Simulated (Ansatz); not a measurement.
## Habitual settings against a tight run: MoS₂ (P6_3/mmc, 6 atoms in the cell)

Self-consistent single point.

```
CELL_PARAMETERS angstrom
      3.13415     0.00000     0.00000
     -1.56707     2.71425     0.00000
      0.00000     0.00000    12.96622
ATOMIC_POSITIONS crystal
  Mo 0.00000 0.00000 0.25000
  Mo 0.00000 0.00000 0.75000
  S  0.33333 0.66667 0.36774
  S  0.66667 0.33333 0.63226
  S  0.66667 0.33333 0.86774
  S  0.33333 0.66667 0.13226
```

Level of theory: LDA (PW92), PAW files made with PBE (plane waves; Ansatz, an electronic-structure program).

Base settings: basis.ecutwfc = 30.9 Ry; kpoints.mp_grid.grid = 6 6 2; hamiltonian.xc = lda; hamiltonian.pseudopotentials = {kind: paw} (the program's default PAW files); scf.occupations.method = fixed.

Tight run (finer mesh or higher cutoff; not a proven limit): basis.ecutwfc: 30.9 Ry → 43.4 Ry; kpoints.mp_grid.grid: 6 6 2 → 9 9 3; scf.convergence.dr2_threshold: default (1e-07 eV) → 1e-09 eV. It gave top of the valence band (on the code's own zero) 10.07 eV; gap on the k-point mesh 1.12 eV; pressure 1.35 GPa; largest force (vector length) 0.499 eV/Å.

Quick runs, as changes from the base:
- A: the base itself
- B: basis.ecutwfc: 30.9 Ry → 24.6 Ry; kpoints.mp_grid.grid: 6 6 2 → 6 6 6; scf.occupations.method: fixed → methfessel_paxton; scf.occupations.width: default → 0.0367 Ry; scf.convergence.dr2_threshold: default (1e-07 eV) → 0.001 eV
- C: basis.ecutwfc: 30.9 Ry → 18.4 Ry; kpoints.mp_grid.grid: 6 6 2 → 3 3 3; scf.occupations.method: fixed → fermi_dirac; scf.occupations.width: default → 0.0147 Ry; scf.convergence.dr2_threshold: default (1e-07 eV) → 0.001 eV
- D: basis.ecutwfc: 30.9 Ry → 24.6 Ry; kpoints.mp_grid.grid: 6 6 2 → 2 2 2
- E: kpoints.mp_grid.grid: 6 6 2 → 4 4 4; hamiltonian.xc: lda → b3lyp [B3LYP]
- F: kpoints.mp_grid.grid: 6 6 2 → 3 3 3; hamiltonian.xc: lda → hse06 [HSE06]

Energies are extrapolated to zero smearing width, which holds to low order in the width alone.

Dashes: gap of B, D, E, left out as unsure on this mesh or at this smearing; energy of E, F, another energy zero; count of E, F, another kind of functional, whose work the count does not hold.

Gaps are read on each run's own mesh, which may miss the band edges.

† marks runs with another functional, U, potentials or spin treatment: their distance from the tight run is not a convergence error alone.

The count of work is k-points × plane waves × bands × iterations; it is no time. 

Pressures in the table are Ansatz's without its Pulay estimate, at a fixed set of plane waves; the tight run's value above holds the estimate.

The starting cell comes from a database of computed structures (which also holds hypothetical and non-ambient phases and stackings), without a prior relaxation at this level. Its lattice was rescaled by a random factor within 2.5 % of one.

```
run  energy less tight (meV/atom)  pressure less tight (GPa)  largest miss in a force vector (eV/Å)  gap on the mesh less tight (eV)  count of work / tight
---  ----------------------------  -------------------------  -------------------------------------  -------------------------------  ---------------------
A                             1.3                      -0.03                                  0.007                            0.000                   0.31
B                             8.5                      -0.61                                  0.012                                –                   0.30
C                           237.1                     -13.17                                  0.253                            0.035                  0.042
D                           304.0                       1.90                                  0.473                                –                  0.063
E†                              –                       9.36                                  0.464                                –                      –
F†                              –                       2.55                                  0.188                            0.642                      –
```

Among the runs at the tight run's level, the energy misses run from 1.3 to 304.0 meV/atom.

Left out of this page: 2 runs of the series with a known weakness of the program.

Keys are those of Ansatz 0.2.
